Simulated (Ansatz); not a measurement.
The reference is Ce in the fcc (Cu type) structure (space group Fm-3m, No. 225).

```
CELL_PARAMETERS angstrom
      0.00000     2.29110     2.29110
      2.29110     0.00000     2.29110
      2.29110     2.29110     0.00000
ATOMIC_POSITIONS crystal
  Ce 0.00000 0.00000 0.00000
```

The values are results of PBEsol (Ansatz, a quantum-chemistry and plane-wave program; PAW; 420 eV plane waves; no SOC), not measurements.

For the base:

The pressure comes out as 0.0 GPa and the band gap is zero.

Perturbation: an isotropic linear strain of −1.95 %; the atoms relax in the strained cell.

Problem. How does this affect the energy relative to the base, pressure and band gap?

Solution. The energy increases by 14 meV/atom; the pressure goes from zero to 3.4 GPa; the band gap stays zero.

Open 4f shells without U are poorly described, and the f state was not checked. Whether these cells are dynamically stable was not tested. Starting moments died away, wholly or in part, for the base; another magnetic solution may exist. The final runs are not spin-polarised.
